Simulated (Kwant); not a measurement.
Model system: stadium cavity between two wires in a ZnO two-dimensional gas. Effective mass 0.3 mₑ, grid spacing 17 nm, hard walls, nominal width 200 nm (11 grid rows, so walls 204 nm apart), one parabolic valley, scattering region 1600 nm long along x; energies count from the band bottom; Fermi energy swept from 2.5069e-05 to 0.00037603 eV. Cavity of radius 350 nm, straight part 350 nm, centre moved sideways by 140 nm.

The device is made up for the run: typed textbook-type constants, with dimensions and the other settings drawn at random.

Kwant, effective-mass tight-binding model on a square grid, one spin, coherent transport at 0 K. Conductance is in e²/h.

**Question.** How many channels do the leads carry at E = 0.175, 0.249 meV?

**Answer.** The hard-wall thresholds are n² ħ²π²/(2mW²) = n² × 0.0301 meV with W = 204 nm. √(0.175/0.0301) = 2.41, so 2. √(0.249/0.0301) = 2.88, so 2.
